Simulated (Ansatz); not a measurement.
Structures of equal composition on the (100) surface of rock-salt TiN: Al on all Ti sites of the second plane; Al on all Ti sites of the top plane. The slabs share one bottom face, and each structure is named by its start. These are constructed structures in small cells; real faces may alloy, dewet or reconstruct in larger ones, and not all known structures of the face are among them. Slabs of about 10 Å, Fermi-Dirac smearing of 0.1 eV. Bottom of the slabs: a bare face, its two planes held. Relaxed from the named starts with such symmetry as they have, on meshes of like density; energies extrapolated to zero smearing; spin only where a row says so; no spin-orbit coupling, no U. Brackets mark spin-polarised runs, whose order is one that fits the cell.

Method: r2SCAN, at the PBE geometry (plane waves to 500 eV, PAW; Ansatz, an electronic-structure program).

Question: Rank these by energy per 1x1 cell (lowest first), as r2SCAN, at the PBE geometry gives it.

Answer: Al on all Ti sites of the top plane (0.000 eV), Al on all Ti sites of the second plane (0.256 eV)
